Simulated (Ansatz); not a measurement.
# Effect of pressure 9 GPa on VBiO4

The reference is VBiO₄ (space group I4_1/a, No. 88; a = 5.1660 Å, c = 11.7795 Å).

One thing is altered: cell and atoms relaxed at a pressure of 9 GPa.

Computed with PBE (Ansatz, an electronic-structure program; PAW; 420 eV plane waves; no spin-orbit coupling), earlier PAW set. Γ-centred 7×7×7 mesh, Fermi–Dirac width 0.05 eV.

The volume per atom falls by 0.80 Å³ to 12.30 Å³ and the lattice parameter a drops by 0.090 Å (5.166 Å → 5.076 Å). The c/a ratio shrinks by 0.024 to 2.256 and the enthalpy H = E + PV relative to the base's energy amounts to +0.71 eV/atom. The band gap decreases by 0.21 eV (2.26 eV → 2.05 eV) and the gap character remains indirect, Γ–X (71 % along) → N. The smallest direct gap falls by 0.15 eV (2.29 eV → 2.14 eV) and the mean gap deformation potential ΔEg/Δln V is +3.3 eV. The width of the top valence band increases by 0.255 eV, from 0.65 eV to 0.90 eV.

Final structure:

```yaml
crystal:
  lattice:
    - [-2.53822, 2.53822, 5.72618]
    - [2.53822, -2.53822, 5.72618]
    - [2.53822, 2.53822, -5.72618]
  atoms:
    - { symbol: Bi, position: [0.75000, 0.25000, 0.50000] }
    - { symbol: Bi, position: [0.00000, 0.00000, 0.00000] }
    - { symbol: V, position: [0.25000, 0.75000, 0.50000] }
    - { symbol: V, position: [0.50000, 0.50000, 0.00000] }
    - { symbol: O, position: [0.08113, 0.97278, 0.39313] }
    - { symbol: O, position: [0.57964, 0.68800, 0.60687] }
    - { symbol: O, position: [0.72278, 0.82964, 0.39164] }
    - { symbol: O, position: [0.43800, 0.33113, 0.60836] }
    - { symbol: O, position: [0.66887, 0.27722, 0.10687] }
    - { symbol: O, position: [0.17036, 0.56200, 0.89313] }
    - { symbol: O, position: [0.02722, 0.42036, 0.10836] }
    - { symbol: O, position: [0.31200, 0.91887, 0.89164] }
```

Spin-orbit coupling, missing from the scalar runs, can matter with Bi. Load acts through the strain it causes; cell and atoms are relaxed under it. Whether these cells are dynamically stable was not tested. Competing high-pressure phases were not computed. Seeded moments were not kept for the base. All final runs are without spin polarisation.
